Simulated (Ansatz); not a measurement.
**Variants of one calculation on KGeI3 (P6_3/mmc, 10 atoms in the cell)**

```xyz
10
Lattice="8.4369 0.0000 0.0000 -4.2185 7.3066 0.0000 0.0000 0.0000 7.2081" Properties=species:S:1:pos:R:3 pbc="T T T"
K      0.0000     4.8711     5.4061
K      4.2185     2.4355     1.8020
Ge     0.0000     0.0000     0.0000
Ge     0.0000     0.0000     3.6040
I      0.0000     2.1364     1.8020
I      2.3682     6.2384     1.8020
I     -2.3682     6.2384     1.8020
I      4.2185     5.1701     5.4061
I      1.8502     1.0682     5.4061
I      6.5867     1.0682     5.4061
```

Base run A: PBE in Ansatz (a program for electronic structure), self-consistent single point.

Its settings: basis.ecutwfc = 420 eV; kpoints.mp_grid.grid = 3 3 3; hamiltonian.xc = pbe; hamiltonian.pseudopotentials = {kind: paw}, with the files named one by one; scf.occupations.method = cold; scf.occupations.width = 0.05 eV.

The starting cell was generated: these elements placed on a structure prototype, without a prior relaxation; it need not be a known phase or ordering of this composition. Spin-orbit coupling is off. In the base run, with a pressure of about 4 GPa the cell is away from its equilibrium volume at this level. In the base run, forces exceed 1 eV/Å. Ansatz's pressure includes its estimate of the finite-basis (Pulay) stress.

ΔF is the free energy per atom less that of run A. A dash stands where there is no value to compare (another energy zero or no entropy term, no result, no spin, no clean gap, or a mesh too coarse for one). Total energies depend on the potentials, the functional and any Hubbard or dispersion term, so they are compared only between runs that share all of them.

Runs F sample the zone with one or two k-points, far too few for so small a cell.

```json
[
 {"run": "A", "change": "base", "ΔF (meV/atom)": "0.00", "pressure (GPa)": "3.60", "largest force (eV/Å)": "1.950", "gap on the mesh (eV)": "2.046", "k-points": "6", "valence electrons": "148"},
 {"run": "B", "change": "scf.occupations.method: cold → gaussian; scf.occupations.width: 0.05 eV → 0.3 eV", "ΔF (meV/atom)": "0.00", "pressure (GPa)": "3.60", "largest force (eV/Å)": "1.950", "gap on the mesh (eV)": "2.046", "k-points": "6", "valence electrons": "148"},
 {"run": "C", "change": "hamiltonian.xc: pbe → rpbe; hamiltonian.pseudopotentials: {kind: paw}, with the files named one by one → {kind: paw} (the program's default PAW files) [RPBE]", "ΔF (meV/atom)": "–", "pressure (GPa)": "4.54", "largest force (eV/Å)": "2.098", "gap on the mesh (eV)": "2.187", "k-points": "6", "valence electrons": "148"},
 {"run": "D", "change": "crystal.symmetry.detect: default → false", "ΔF (meV/atom)": "0.00", "pressure (GPa)": "3.60", "largest force (eV/Å)": "1.950", "gap on the mesh (eV)": "2.046", "k-points": "14", "valence electrons": "148"},
 {"run": "E", "change": "scf.occupations.width: 0.05 eV → 0.025 eV", "ΔF (meV/atom)": "0.00", "pressure (GPa)": "3.60", "largest force (eV/Å)": "1.950", "gap on the mesh (eV)": "2.046", "k-points": "6", "valence electrons": "148"},
 {"run": "F", "change": "kpoints.mp_grid.grid: 3 3 3 → 1 1 1; hamiltonian.xc: pbe → hse06 [HSE06]", "ΔF (meV/atom)": "–", "pressure (GPa)": "4.34", "largest force (eV/Å)": "1.742", "gap on the mesh (eV)": "3.529", "k-points": "1", "valence electrons": "148"},
 {"run": "G", "change": "2 x 1 x 1 supercell, mesh divided and rounded up; kpoints.mp_grid.grid: 3 3 3 → 2 3 3", "ΔF (meV/atom)": "-0.08", "pressure (GPa)": "3.60", "largest force (eV/Å)": "1.950", "gap on the mesh (eV)": "2.055", "k-points": "8", "valence electrons": "296"},
 {"run": "H", "change": "scf.mixing.algorithm: default (the program chose MSR1) → anderson; scf.mixing.beta: default → 0.5", "ΔF (meV/atom)": "0.00", "pressure (GPa)": "3.60", "largest force (eV/Å)": "1.950", "gap on the mesh (eV)": "2.046", "k-points": "6", "valence electrons": "148"},
 {"run": "I", "change": "scf.self_checks: default → high", "ΔF (meV/atom)": "0.00", "pressure (GPa)": "3.60", "largest force (eV/Å)": "1.950", "gap on the mesh (eV)": "2.046", "k-points": "6", "valence electrons": "148"}
]
```

Run F against A: The pressure goes from 3.60 to 4.34 GPa, the largest force goes from 1.950 to 1.742 eV/Å and the gap on the mesh goes from 2.046 to 3.529 eV.

Run C against A: The pressure goes from 3.60 to 4.54 GPa, the largest force goes from 1.950 to 2.098 eV/Å and the gap on the mesh goes from 2.046 to 2.187 eV.

Run I against A: The free energy is nearly the same (within 1 meV/atom), the pressure stays at 3.60 GPa, the largest force stays at 1.950 eV/Å and the gap on the mesh stays at 2.046 eV.

Keys are those of Ansatz 0.2.
